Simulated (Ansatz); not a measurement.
Consider Ta in the bcc (W type) structure (space group Im-3m, No. 229; a = 3.3061 Å; relaxed with 0.1 eV smearing).

Level of theory: Kohn–Sham DFT with the r2SCAN functional, run in Ansatz (a first-principles code) with PAW and 500 eV plane waves, spin-orbit coupling left out.

Strains are applied to the cell and any free atomic positions relax.

One change was made to it. Results:

```csv
quantity,base,after
pressure,0.0 GPa,-10.8 GPa
energy relative to the base (free energy F),0 meV/atom,+39 meV/atom
```

Task: Which of these changes matches the shifts?
(A) isotropic strain +2.00 %
(B) isotropic strain +1.50 %
(C) isotropic strain +1.00 %
(D) isotropic strain +3.00 %

Result: A, isotropic strain +2.00 %. For comparison, the energy relative to the base in the other runs: isotropic strain +3.00 % gives +85 meV/atom; isotropic strain +1.00 % gives +10 meV/atom; isotropic strain +1.50 % gives +22 meV/atom.

Whether these cells are dynamically stable was not tested. The final runs are not spin-polarised.
